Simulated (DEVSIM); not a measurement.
Device: Schottky contact on n-type GaN, at 250 K.

| layer (left to right) | material | thickness (μm) | Nd (cm⁻³) | τn (s) | τp (s) |
|---|---|---|---|---|---|
| 1 | GaN | 0.990 | 7e16 | 3.2e-8 | 3.2e-8 |
| 2 | GaN | 2.40 | 6.8e17 | 3.2e-8 | 3.2e-8 |

Left contact: Schottky, work function 5.43 eV, emission velocity 4.8e6 cm/s. Right contact: ohmic. Voltage is applied to the left contact. Recombination: SRH at mid-gap, radiative. Mobility is μmin + (μ − μmin)/(1 + (N/Nref)^α).

The device is made up for the run: typed textbook-type constants, with dimensions and the other settings drawn at random. Values at 300 K; Nc and Nv go as T^1.5, mobilities as T to minus their exponent, the gap by Varshni's rule with the affinity fixed.

| parameter | GaN |
|---|---|
| gap (eV) | 3.43 |
| affinity (eV) | 4.1 |
| permittivity | 9.5 |
| Nc (cm⁻³) | 2.3e18 |
| Nv (cm⁻³) | 4.6e19 |
| μn (cm²/Vs) | 1200 |
| μp (cm²/Vs) | 100 |
| μn,min | 55 |
| μp,min | 3 |
| Nref,n | 2e17 |
| Nref,p | 3e17 |
| αn | 1 |
| αp | 2 |
| T exponent of μn | 1.5 |
| T exponent of μp | 2 |
| B (cm³/s) | 1e-11 |
| Varshni α (eV/K) | 0.00091 |
| Varshni β (K) | 830 |

Model (solved in DEVSIM): 1D drift-diffusion, Boltzmann statistics, complete ionisation; no tunnelling, impact ionisation, image-force lowering or self-heating. Metal contacts follow the ideal Schottky-Mott rule: no Fermi-level pinning, no interface dipoles.

The metal work function was swept, all else fixed.

```tsv
metal work function (eV)	potential step across the device at zero bias (V)	dark forward voltage at 1 A/cm² (V)	dark forward voltage at 100 A/cm² (V)
5.28	1.160	0.877	0.979
5.33	1.210	0.927	1.029
5.38	1.260	0.977	1.079
5.43	1.310	1.027	1.129
5.48	1.360	1.077	1.179
5.53	1.410	1.127	1.229
5.58	1.460	1.177	1.279
5.63	1.510	1.227	1.329
```

From the first row to the last the potential step across the device at zero bias goes from 1.160 to 1.510. From the first row to the last the dark forward voltage at 1 A/cm² goes from 0.877 to 1.227.
